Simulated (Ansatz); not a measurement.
Double-hcp La, relaxed in Ansatz (plane waves) with several semilocal functionals. Each gives its own volume and its own elastic constant C11:

```
level   V0 (Å³/atom)  elastic constant C11 (GPa)   ln V0  ln C11
------  ------------  --------------------------  ------  ------
LDA           32.214                       60.18  3.4724  4.0973
PBEsol        33.963                       56.21  3.5253  4.0291
r²SCAN        37.271                       42.72  3.6182  3.7547
```

Question: Fit a straight line to ln C11 against ln V0. What does it predict for PBE, whose volume is 37.130 Å³/atom?

Answer: With x = ln V0 and y = ln C11: means 3.53863 and 3.96037; Σ(Δx Δy) = -0.02635, Σ(Δx²) = 0.01090, so the slope is -2.42. At x = 3.6144 the line gives y = 3.96037 + (-2.42) × (3.6144 − 3.53863) = 3.7770, or 43.68 GPa. The run with PBE gives 49.57 GPa, +13.5 % from the line. The rows used scatter about it by up to 3.7 %, while the largest value lies 41 % above the smallest.

Ansatz's density-functional and Hartree–Fock values are scalar-relativistic unless marked +SOC, with PAW data made under PBE.

Ansatz is a first-principles code.
